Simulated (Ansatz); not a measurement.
Levels about the gap of amorphous Sr$_{18}$Ti$_{18}$O$_{54}$ (90 atoms in a cell of 1352 Å³, 4.06 g/cm³; zone centre alone, so wide bands show as single levels with stretches between that a denser mesh fills), at the geometry that PBE relaxed, where it gives 0.0 GPa on a denser mesh. The participation number counts the atoms over which a state spreads; weights are charges in smoothed Voronoi cells. The levels come from a single point, so bond lengths are those of that geometry. Method of the levels: PBE, scalar-relativistic without spin-orbit coupling (Ansatz, a quantum-chemistry and plane-wave program). Sampling: the zone centre alone; Fermi-Dirac width 0.02 eV; no spin polarisation. At PBE the levels at both edges of the gap are localised (band-tail or defect states), and the nearest spread-out levels lie 3.4 eV apart at the zone centre.

Preparation: random packing, a CHGNet melt and quench, and a DFT relaxation. O atoms were pushed apart under 1.9 Å during the dynamics, to hinder bonds among them. The hot cell started wider than the set density and was brought back towards it in steps. It is the lowest in DFT energy of 4 quenches. It is a model cell: composition and starting density were chosen by hand, and all elements were melted together. No dispersion term was used. A short ab initio anneal came between quench and relaxation. Its density started from a set value of 4.38 and ended at 4.06 g/cm³. The quench (nominally 99 K/ps over its main leg) was far faster than any real one, so the model tends to hold more defects than a real film. A cell of this size samples the disorder only roughly. The volume was free in the relaxation, at fixed shape. Stress components on the final sampling reach 1.8 GPa.

```json
[
 {"E - E(highest filled), eV": "-0.72", "filling": "filled", "participation number": "19.0", "largest on": "O, 4 neighbours", "weight O": "0.94", "weight Ti": "0.04", "weight Sr": "0.03"},
 {"E - E(highest filled), eV": "-0.70", "filling": "filled", "participation number": "15.8", "largest on": "O, 3 neighbours", "weight O": "0.94", "weight Ti": "0.03", "weight Sr": "0.03"},
 {"E - E(highest filled), eV": "-0.64", "filling": "filled", "participation number": "12.1", "largest on": "O, 3 neighbours", "weight O": "0.94", "weight Ti": "0.03", "weight Sr": "0.03"},
 {"E - E(highest filled), eV": "-0.52", "filling": "filled", "participation number": "7.3", "largest on": "O, 4 neighbours", "weight O": "0.93", "weight Ti": "0.02", "weight Sr": "0.04"},
 {"E - E(highest filled), eV": "-0.18", "filling": "filled", "participation number": "1.9", "largest on": "O, 4 neighbours", "weight O": "0.89", "weight Ti": "0.01", "weight Sr": "0.10"},
 {"E - E(highest filled), eV": "-0.14", "filling": "filled", "participation number": "1.7", "largest on": "O, 4 neighbours", "weight O": "0.89", "weight Ti": "0.01", "weight Sr": "0.10"},
 {"E - E(highest filled), eV": "0.00", "filling": "filled", "participation number": "1.6", "largest on": "O, 4 neighbours", "weight O": "0.90", "weight Ti": "0.02", "weight Sr": "0.09"},
 {"E - E(highest filled), eV": "2.62", "filling": "empty", "participation number": "5.1", "largest on": "Ti, 6 neighbours", "weight O": "0.23", "weight Ti": "0.75", "weight Sr": "0.02"},
 {"E - E(highest filled), eV": "2.73", "filling": "empty", "participation number": "7.8", "largest on": "Ti, 6 neighbours", "weight O": "0.23", "weight Ti": "0.75", "weight Sr": "0.02"},
 {"E - E(highest filled), eV": "2.74", "filling": "empty", "participation number": "7.5", "largest on": "Ti, 6 neighbours", "weight O": "0.23", "weight Ti": "0.75", "weight Sr": "0.02"},
 {"E - E(highest filled), eV": "2.77", "filling": "empty", "participation number": "9.1", "largest on": "Ti, 6 neighbours", "weight O": "0.23", "weight Ti": "0.75", "weight Sr": "0.02"},
 {"E - E(highest filled), eV": "2.81", "filling": "empty", "participation number": "13.6", "largest on": "Ti, 6 neighbours", "weight O": "0.24", "weight Ti": "0.74", "weight Sr": "0.02"},
 {"E - E(highest filled), eV": "2.83", "filling": "empty", "participation number": "11.8", "largest on": "Ti, 6 neighbours", "weight O": "0.25", "weight Ti": "0.73", "weight Sr": "0.03"},
 {"E - E(highest filled), eV": "2.96", "filling": "empty", "participation number": "10.5", "largest on": "Ti, 6 neighbours", "weight O": "0.24", "weight Ti": "0.74", "weight Sr": "0.02"}
]
```

Most localised among these is the filled level at +0.00 eV, on a O atom, which has 4 neighbours (Sr 2.30 Å, Sr 2.38 Å, Sr 2.38 Å, Sr 2.42 Å).
